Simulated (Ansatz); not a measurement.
# Migration barriers: Al vacancy in wurtzite AlN with all lengths changed by +1 %, charge state -3

Consider Al vacancy in wurtzite AlN with all lengths changed by +1 %, charge state -3. Calculation: PBE, PAW (plane waves to 420 eV; Ansatz, a quantum-chemistry and plane-wave program).

72-site cell at the strained lattice (strain from the relaxed PBE one, atoms relaxed), a 2×2×2 k-point mesh shifted by half a step along c, smearing 0.01 eV, spin-restricted, no finite-size correction. Static, classical nuclei. The charge state is imposed; whether it is stable for some Fermi level was not computed. Forms of the defect that were not tried may lie lower.

```csv
Route,Start site over the lowest site run (eV),Hop (Å),Forward barrier (eV),Backward barrier (eV),Neighbours at the start,Neighbours at the saddle,Saddle order
one Al atom jumps into the vacancy from a nearby Al site,0.00,3.08,2.42,2.42,"N at 1.81, N at 1.92, N at 1.94, N at 1.96 Å","N at 1.78, 2 N at 2.22, 2 N at 2.29 Å","not checked, on a symmetry element"
```

Paths come from CI-NEB runs.  A band can be held on a symmetry element, so unchecked saddle points there may be too high. A further band (one Al atom jumps into the vacancy from a nearby Al site, 3.06 Å) gave 2.26 eV forward on its own sampling, 2.26 eV above the lowest site run, but a shoulder points to a second hump between its images, so it is not taken as a result.
